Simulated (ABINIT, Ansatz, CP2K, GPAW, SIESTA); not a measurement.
BP (F-43m, 2 atoms in the cell) computed with different codes at matched settings

Band-structure calculation.

```xyz
2
Lattice="0.0000 2.2661 2.2661 2.2661 0.0000 2.2661 2.2661 2.2661 0.0000" Properties=species:S:1:pos:R:3 pbc="T T T"
B      0.0000     0.0000     0.0000
P      1.1330     1.1330     1.1330
```

Shared settings, as Ansatz (an electronic-structure program) writes them: kpoints.mp_grid.grid = 10 10 10; scf.occupations.method = fixed. Potentials and cutoffs stand in the table.

| code | model | gap along the path (eV) | smallest direct gap (eV) | cutoff |
|---|---|---|---|---|
| GPAW | PBE, GPAW PAW datasets PBE (gpaw-data 1.0.1) | 1.24 | 3.41 | 900 eV |
| Ansatz | PBE, PAW files | 1.25 | 3.41 | 420 eV |
| CP2K | PBE, GPW, DZVP-MOLOPT-SR-GTH basis, GTH-PBE potentials (GTH_POTENTIALS) | 1.32 | 3.44 | grid 400 Ry |
| ABINIT | PBE, norm-conserving pseudopotentials (PseudoDojo nc-sr-05 PBE standard) | 1.24 | 3.41 | 38 Ha |
| SIESTA | GGA PBE, numerical atomic orbitals DZP, PseudoDojo PBE standard norm-conserving potentials (rewritten from UPF to PSML) | 1.23 | 3.37 | grid 400 Ry |

The spread over the programs that give each value: gap along the path within 0.09 eV; smallest direct gap within 0.07 eV.

CP2K and SIESTA use small atom-centred bases, whose incompleteness enters pressures, forces and empty levels differently from a plane-wave cutoff.

The starting cell comes from a database of computed structures (which also holds hypothetical and non-ambient phases and stackings), without a prior relaxation at this level.

Left out of this page: Quantum ESPRESSO, Elk and FLEUR (not drawn, or without a comparable value).

Keys are those of Ansatz 0.2.
